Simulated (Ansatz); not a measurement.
Ti3Al, response to strain

Take Ti3Al (space group P6_3/mmc, No. 194) as the base.

```yaml
crystal:
  lattice:
    - [5.68760, 0.00000, 0.00000]
    - [-2.84380, 4.92561, 0.00000]
    - [0.00000, 0.00000, 4.60837]
  atoms:
    - { symbol: Ti, position: [0.83032, 0.66064, 0.25000] }
    - { symbol: Ti, position: [0.16968, 0.83032, 0.75000] }
    - { symbol: Ti, position: [0.33936, 0.16968, 0.25000] }
    - { symbol: Ti, position: [0.16968, 0.33936, 0.75000] }
    - { symbol: Ti, position: [0.83032, 0.16968, 0.25000] }
    - { symbol: Ti, position: [0.66064, 0.83032, 0.75000] }
    - { symbol: Al, position: [0.33333, 0.66667, 0.25000] }
    - { symbol: Al, position: [0.66667, 0.33333, 0.75000] }
```

Cartesian axes are those of the cell as printed.

Strains are applied to the cell and any free atomic positions relax.

Levels (all Ansatz, a program for electronic structure, PAW): PBEsol (420 eV, no SOC); r2SCAN (500 eV, scalar-relativistic without spin-orbit coupling).

Pressures by level, all at the geometries relaxed with PBEsol:

```csv
case,PBEsol,r2SCAN
base,0.0 GPa,3.3 GPa
isotropic strain −0.25 %,0.9 GPa,___
isotropic strain +0.62 %,-2.2 GPa,0.9 GPa
"strain tensor (xx, yy, zz, yz, xz, xy) = (−1.47, −0.40, +0.56, −1.52, −1.04, −1.61) %",1.7 GPa,___
```

### Question
Some entries are withheld; estimate them.

### Answer

- isotropic strain −0.25 %, r2SCAN: 4.3 GPa
- strain tensor (xx, yy, zz, yz, xz, xy) = (−1.47, −0.40, +0.56, −1.52, −1.04, −1.61) %, r2SCAN: 5.1 GPa

Single points use the geometry relaxed with PBEsol. Their cutoffs differ, which shifts pressures a little. No phonon test of stability was made. The final runs are not spin-polarised.
